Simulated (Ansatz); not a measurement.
The reference is WC (space group P-6m2, No. 187; a = 2.922 Å, c = 2.847 Å).

(Cell as relaxed with PBE.)

Levels (all Ansatz, a first-principles code, PAW): PBE (420 eV, no spin-orbit coupling); PBEsol (420 eV, no spin-orbit coupling).

Each level relaxes its own structure.

```json
[
 {"base": "volume per atom", "PBE": "10.52 Å³", "PBEsol": "10.29 Å³"},
 {"base": "lattice parameter a", "PBE": "2.922 Å", "PBEsol": "2.898 Å"},
 {"base": "band gap", "PBE": "zero", "PBEsol": "zero"}
]
```

Perturbation: Ge replaces 50.0 % of the C, ordered in a cell of 8 atoms (starting symmetry Pmc2_1) and fully relaxed.

```csv
quantity,PBE,PBEsol
mixing energy (to 0.01 eV only: unlike meshes or grids) (against an end that may be hypothetical),+0.19 eV/atom,+0.20 eV/atom
shortest interatomic distance,2.197 Å,2.186 Å
deviation of the volume from the linear (Vegard-type) interpolation,+2.2 %,+1.9 %
band gap,zero,zero
```

PBE's shortest interatomic distance lies 0.011 Å above PBEsol's (0.5 %); PBE's deviation of the volume from the linear lies 0.3 % above PBEsol's; the two agree on the band gap. Neither level is exact; PBEsol is the comparison here, not a measurement.

These are small ordered cells, not random alloys; other orderings at the same x differ. Whether these cells are dynamically stable was not tested. The final runs are not spin-polarised.
